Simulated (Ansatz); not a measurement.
Levels about the gap of amorphous Si₂₄O₅₀Ge (75 atoms in a cell of 1161 Å³, 2.21 g/cm³; zone centre alone, so wide bands show as single levels with stretches between that a denser mesh fills), at the geometry that PBE relaxed, where it gives 0.0 GPa on a denser mesh. The participation number counts the atoms over which a state spreads; weights are charges in smoothed Voronoi cells. The levels come from a single point, so bond lengths are those of that geometry. Method of the levels: PBE, scalar-relativistic without spin-orbit coupling (Ansatz, an electronic-structure program). Sampling: the zone centre alone; Fermi-Dirac width 0.02 eV; no spin polarisation. At PBE the levels at the filled edge of the gap are localised (band-tail or defect states).

It comes from a melt-quench run on a machine-learned potential (CHGNet), relaxed afterwards by DFT. O atoms were pushed apart under 1.9 Å during the dynamics, to hinder bonds among them. The hot cell started wider than the set density and was brought back towards it in steps. It is the lowest in DFT energy of 2 quenches. It is a model cell: composition and starting density were chosen by hand, and all elements were melted together. No dispersion term was used. Its density started from a set value of 2.27 and ended at 2.21 g/cm³. The simulated quench (nominally 480 K/ps over its main leg) is rapid and tends to freeze in more defects than a deposited or slowly cooled glass has. One small periodic cell is one sample of the glass; other quenches scatter about these values. The volume was free in the relaxation, at fixed shape. Stress components on the final sampling reach 2.3 GPa.

```tsv
E - E(highest filled), eV	filling	participation number	largest on	weight O	weight Si	weight Ge
-0.29	filled	13.4	O, 2 neighbours	0.95	0.04	0.00
-0.27	filled	29.2	O, 2 neighbours	0.96	0.04	0.00
-0.24	filled	10.0	O, 2 neighbours	0.96	0.03	0.00
-0.19	filled	19.9	O, 2 neighbours	0.96	0.04	0.00
-0.16	filled	11.6	O, 2 neighbours	0.96	0.04	0.00
-0.10	filled	7.2	O, 2 neighbours	0.96	0.03	0.00
0.00	filled	4.5	O, 2 neighbours	0.96	0.04	0.00
4.64	empty	13.5	Ge, 4 neighbours	0.64	0.15	0.20
5.49	empty	30.3	Ge, 4 neighbours	0.63	0.25	0.12
6.52	empty	24.8	Si, 4 neighbours	0.60	0.40	0.00
6.64	empty	39.3	Ge, 4 neighbours	0.60	0.33	0.06
6.79	empty	13.2	Ge, 4 neighbours	0.61	0.17	0.22
```

Most localised among these is the filled level at +0.00 eV, on a O atom, which has 2 neighbours (Si 1.68 Å, Si 1.69 Å).
